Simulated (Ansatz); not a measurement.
Start from VSb in the zinc blende structure (space group F-43m, No. 216; a = 6.1787 Å; ferromagnetic; a hypothetical phase, not in the database extracts checked).

All numbers come from PBE (Ansatz, a quantum-chemistry and plane-wave program), no SOC.

For the base:

The largest site moment is 1.97 μB, the shortest interatomic distance is 2.675 Å and the density comes out as 4.86 g/cm³.

The change: cell and atoms relaxed at a pressure of 60 GPa.

Task: How does this affect the largest site moment, shortest interatomic distance and density?

Result: The largest site moment shrinks by 0.76 μB (1.97 μB → 1.21 μB); the shortest interatomic distance drops by 0.3809 Å to 2.295 Å; the density rises by 2.85 g/cm³ (4.86 g/cm³ → 7.71 g/cm³).

The magnetic state is the one reached from the starting moments; the real material's order can differ, and small cells can't hold many antiferromagnetic ones. Load acts through the strain it causes; cell and atoms are relaxed under it. No phonon test of stability was made. Competing high-pressure phases were not computed.
